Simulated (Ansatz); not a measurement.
BaH2 (P6₃/mmc, No. 194, 6 atoms in the cell; start mp-1182102; another space group than a measured phase of this formula)

These are PBEsol+SOC (Ansatz, a quantum-chemistry and plane-wave program, PAW) values and carry that method's errors.

Numerical settings: plane-wave cutoff 520 eV, 12×12×6 k mesh (along the axes of the cell as run), Fermi–Dirac smearing 0.01 eV, PAW data made under PBE.

Cell (relaxed with PBEsol):

BaH2 is modelled in the hexagonal space group P6₃/mmc (No. 194), Pearson symbol hP6. Conventional cell: a = 4.3841 Å, b = 4.3841 Å, c = 5.7928 Å, α = 90.00°, β = 90.00°, γ = 120.00°. Ba on 2c is surrounded by 3 H at 2.531 Å and 8 H at 2.896–2.916 Å. H1 on 2d sees 3 Ba at 2.531 Å and 2 Ba at 2.896 Å (trigonal bipyramidal). H2 on 2a is coordinated by 6 Ba at 2.916 Å (octahedral). (Neighbours: up to the widest gap in distance over summed covalent radii, below 1.35, at either atom; cation-cation and far metal-metal contacts left out.)

```yaml
band_gap: 1.68 eV (indirect)
smallest_direct_gap_on_the_k_points_sampled: 2.60 eV
"Γ–Γ gap": 2.79 eV
```

Computed values are for the static lattice.

It cost very roughly 100 core-seconds of CPU time.

A start named mp-… is a Materials Project structure, which need not be a measured phase.
